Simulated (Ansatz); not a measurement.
Cell of arsenene on arsenene on arsenene (facing atoms over hollows or bridges; arsenene a predicted or substrate-bound sheet, here free), with its geometry taken from a PBE+D3(BJ) run:

```
CELL_PARAMETERS angstrom
      3.57185     0.00000     0.00000
     -1.78592     3.09331     0.00000
      0.00000     0.00000    28.90000
ATOMIC_POSITIONS crystal
  As 0.33333 0.66667 0.33615
  As 0.66667 0.33333 0.38436
  As 0.33333 0.66667 0.47628
  As 0.00000 0.00000 0.52412
  As 0.33333 0.66667 0.61552
  As 0.66667 0.33333 0.66358
```

Method: PBE+D3(BJ) with spin-orbit coupling (plane waves to 420 eV, PAW; Ansatz, a first-principles code).  Its k-point mesh 9×9×1, Fermi–Dirac width 0.01 eV. A dipole correction is on.

Question: Give the plane-averaged electrostatic potential energy of an electron along the normal (the smooth PAW potential), about its mean over the cell, from 5 Å under the lowest atom to 5 Å over the highest.

Answer: (z (Å), V (eV)): (4.768, 2.72); (4.913, 2.72); (5.057, 2.72); (5.202, 2.72); (5.491, 2.71); (5.635, 2.71); (5.780, 2.71); (5.924, 2.71); (6.069, 2.71); (6.213, 2.71); (6.358, 2.71); (6.502, 2.71); (6.791, 2.70); (6.936, 2.69); (7.080, 2.68); (7.225, 2.67); (7.369, 2.65); (7.514, 2.61); (7.658, 2.56); (7.803, 2.49); (8.092, 2.23); (8.236, 1.99); (8.381, 1.64); (8.525, 1.12); (8.670, 0.32); (8.814, -0.96); (8.959, -2.53); (9.103, -3.78); (9.393, -4.37); (9.537, -4.18); (9.681, -4.18); (9.826, -4.60); (9.970, -5.44); (10.115, -6.59); (10.259, -7.80); (10.404, -8.38); (10.693, -6.72); (10.837, -5.55); (10.982, -4.69); (11.127, -4.25); (11.271, -4.23); (11.415, -4.44); (11.560, -4.50); (11.704, -4.03); (11.993, -1.41); (12.138, -0.21); (12.282, 0.42); (12.427, 0.62); (12.571, 0.47); (12.716, -0.09); (12.860, -1.21); (13.005, -2.69); (13.294, -4.45); (13.438, -4.45); (13.583, -4.25); (13.727, -4.24); (13.872, -4.65); (14.016, -5.49); (14.161, -6.67); (14.305, -7.91); (14.594, -7.99); (14.739, -6.77); (14.883, -5.57); (15.028, -4.69); (15.172, -4.25); (15.317, -4.24); (15.461, -4.44); (15.606, -4.48); (15.895, -2.81); (16.040, -1.32); (16.184, -0.14); (16.328, 0.45); (16.473, 0.63); (16.617, 0.46); (16.762, -0.15); (16.906, -1.34); (17.195, -3.93); (17.340, -4.38); (17.484, -4.32); (17.629, -4.13); (17.773, -4.16); (17.918, -4.63); (18.062, -5.51); (18.207, -6.70); (18.496, -8.33); (18.640, -7.70); (18.785, -6.46); (18.929, -5.31); (19.074, -4.48); (19.218, -4.08); (19.363, -4.09); (19.508, -4.27); (19.796, -3.62); (19.941, -2.34); (20.085, -0.77); (20.230, 0.48); (20.374, 1.25); (20.519, 1.76); (20.663, 2.10); (20.808, 2.33); (21.097, 2.59); (21.241, 2.66); (21.386, 2.71); (21.530, 2.74); (21.675, 2.76); (21.819, 2.78); (21.964, 2.79); (22.108, 2.79); (22.397, 2.80); (22.542, 2.80); (22.686, 2.80); (22.831, 2.81); (22.975, 2.81); (23.120, 2.81); (23.264, 2.81); (23.409, 2.81); (23.698, 2.81); (23.842, 2.81); (23.987, 2.81); (24.131, 2.81)
